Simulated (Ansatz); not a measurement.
Consider this model of amorphous Mo16Te32.

```
CELL_PARAMETERS angstrom
     11.15241    -0.04301    -0.01197
     -0.04301    10.78810    -0.47203
     -0.01197    -0.47203    10.59639
ATOMIC_POSITIONS crystal
  Mo 0.05790 0.44830 0.98174
  Mo 0.14383 0.68303 0.93173
  Mo 0.48574 0.00167 0.32421
  Mo 0.24724 0.34894 0.19951
  Mo 0.56998 0.19749 0.45714
  Mo 0.48482 0.24183 0.22591
  Mo 0.36093 0.67872 0.80337
  Mo 0.80490 0.13979 0.49656
  Mo 0.85631 0.81602 0.22295
  Mo 0.34037 0.23873 0.42274
  Mo 0.71846 0.03370 0.26542
  Mo 0.40236 0.03736 0.55812
  Mo 0.32469 0.53085 0.01264
  Mo 0.53826 0.82457 0.50462
  Mo 0.77578 0.88668 0.46337
  Mo 0.09455 0.22615 0.37783
  Te 0.26059 0.09322 0.21685
  Te 0.80991 0.96511 0.02055
  Te 0.21269 0.46409 0.78279
  Te 0.83515 0.57942 0.09029
  Te 0.72137 0.69436 0.61531
  Te 0.72542 0.28860 0.28099
  Te 0.69867 0.34973 0.63949
  Te 0.89867 0.27783 0.84924
  Te 0.34118 0.93697 0.77696
  Te 0.91411 0.67174 0.40577
  Te 0.12680 0.19722 0.92317
  Te 0.42825 0.28061 0.66328
  Te 0.17157 0.12256 0.58849
  Te 0.62916 0.02699 0.64955
  Te 0.44971 0.60234 0.56501
  Te 0.99093 0.29084 0.16564
  Te 0.21290 0.45299 0.44257
  Te 0.92213 0.60800 0.84866
  Te 0.95340 0.35110 0.55757
  Te 0.14686 0.59429 0.17847
  Te 0.59235 0.77962 0.85575
  Te 0.15380 0.76322 0.69727
  Te 0.39411 0.28623 0.98860
  Te 0.92693 0.98383 0.65401
  Te 0.31174 0.84083 0.40677
  Te 0.96101 0.01680 0.33954
  Te 0.05120 0.88569 0.06167
  Te 0.54453 0.03793 0.07102
  Te 0.45156 0.49345 0.23522
  Te 0.61575 0.78389 0.26481
  Te 0.54262 0.52651 0.89286
  Te 0.35042 0.77883 0.04661
```

Computed with PBE-D3(BJ), scalar-relativistic without spin-orbit coupling, PAW (Ansatz default set, large-core Te) (plane waves to 420 eV; Ansatz, an electronic-structure program). Neutral PBE cell, which sets geometry, pressure and energy: sampling: a 2×2×2 Γ-centred mesh; Fermi-Dirac width 0.05 eV; no spin polarisation.

It comes from a melt-quench run on a machine-learned potential (CHGNet), relaxed afterwards by DFT. The hot cell started wider than the set density and was brought back towards it in steps. It is the lowest in DFT energy of 3 quenches. It is a model cell: composition and starting density were chosen by hand, and all elements were melted together. The geometry includes D3(BJ) dispersion. Its density started from a set value of 6.94 and ended at 7.33 g/cm³. The quench (nominally 66 K/ps over its main leg) was far faster than any real one, so the model tends to hold more defects than a real film. One small periodic cell is one sample of the glass; other quenches scatter about these values. Volume and shape were free in the relaxation.

Q: Give the pressure, the energy against reference phases and the spacing of the highest filled and lowest empty levels.

A: 
The pressure on a 2×2×2 Γ-centred mesh comes out as 0.07 GPa, the largest force and stress component on that mesh (the relaxation ran on one k-point at (1/4, 1/4, 1/4)) comes out as 0.27 eV/Å and 0.1 GPa and the energy relative to Te2Mo (P6_3/mmc) (lowest mix at this level among the phases computed, not always the ambient ones) comes out as 0.274 eV/atom. The gap on a 2×2×2 Γ-centred mesh (PBE) is within the smearing (under twice its width).

The levels at the Fermi energy are partly filled. A closed spacing in one fast-quenched cell at PBE doesn't show the material to be a metal.

Neighbours within Mo-Mo 3.26 Å, Mo-Te 3.20 Å, Te-Te 3.31 Å count as bonded.
